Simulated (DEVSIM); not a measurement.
Structure: Si p-i-n diode, at 300 K.

| layer (left to right) | material | thickness (μm) | Nd (cm⁻³) | Na (cm⁻³) | τn (s) | τp (s) |
|---|---|---|---|---|---|---|
| 1 | Si | 0.920 | - | 2.3e18 | 2.6e-6 | 2.6e-6 |
| 2 | Si | 45.0 | 1.1e11 | - | 2.6e-6 | 2.6e-6 |
| 3 | Si | 1.00 | 6.2e17 | - | 2.6e-6 | 2.6e-6 |

Left contact: ohmic. Right contact: ohmic. Voltage is applied to the left contact. Recombination: SRH at mid-gap. Mobility is μmin + (μ − μmin)/(1 + (N/Nref)^α).

This is a model device: material constants are rounded textbook-type values typed into the input, and sizes, dopings and lifetimes were drawn at random. Values at 300 K.

| parameter | Si |
|---|---|
| gap (eV) | 1.124 |
| affinity (eV) | 4.05 |
| permittivity | 11.7 |
| Nc (cm⁻³) | 2.86e19 |
| Nv (cm⁻³) | 3.1e19 |
| μn (cm²/Vs) | 1417 |
| μp (cm²/Vs) | 470 |
| μn,min | 52 |
| μp,min | 45 |
| Nref,n | 9.7e16 |
| Nref,p | 2.2e17 |
| αn | 0.68 |
| αp | 0.72 |

DEVSIM, 1D drift-diffusion, Boltzmann statistics, complete ionisation; no tunnelling, impact ionisation, image-force lowering or self-heating.

**Question.** Tabulate band edges, carrier densities and field at zero bias.

**Answer.** Energies count from the Fermi level of the right contact; mesh points crowd at the junctions.

```csv
x (μm),Ec (eV),Ev (eV),n (cm⁻³),p (cm⁻³),field (V/cm)
0.000,1.057,-0.067,< 1e2,2.3e18,≈ 0
0.04951,1.057,-0.067,< 1e2,2.3e18,≈ 0
0.1956,1.057,-0.067,< 1e2,2.3e18,≈ 0
0.5891,1.057,-0.067,< 1e2,2.3e18,≈ 0
0.8601,1.057,-0.067,< 1e2,2.3e18,≈ 0
0.9165,1.048,-0.076,< 1e2,1.7e18,-30000
0.9599,0.928,-0.196,7500,1.6e16,-11000
1.197,0.834,-0.290,280000,4.2e14,-1800
1.839,0.772,-0.352,3000000,3.9e13,-570
3.850,0.710,-0.414,3.3e7,3.5e12,-190
10.53,0.632,-0.492,7.0e8,1.7e11,-87
34.21,0.483,-0.641,2.2e11,5.2e8,-55
42.20,0.421,-0.703,2.5e12,4.7e7,-140
44.75,0.362,-0.762,2.4e13,4800000,-440
45.69,0.280,-0.844,5.7e14,200000,-2100
45.86,0.215,-0.909,7.1e15,16000,-7500
45.92,0.131,-0.993,1.8e17,640,-38000
45.97,0.099,-1.025,6.2e17,190,≈ 0
46.20,0.099,-1.025,6.2e17,190,≈ 0
46.63,0.099,-1.025,6.2e17,190,≈ 0
46.84,0.099,-1.025,6.2e17,190,≈ 0
46.92,0.099,-1.025,6.2e17,190,≈ 0
```
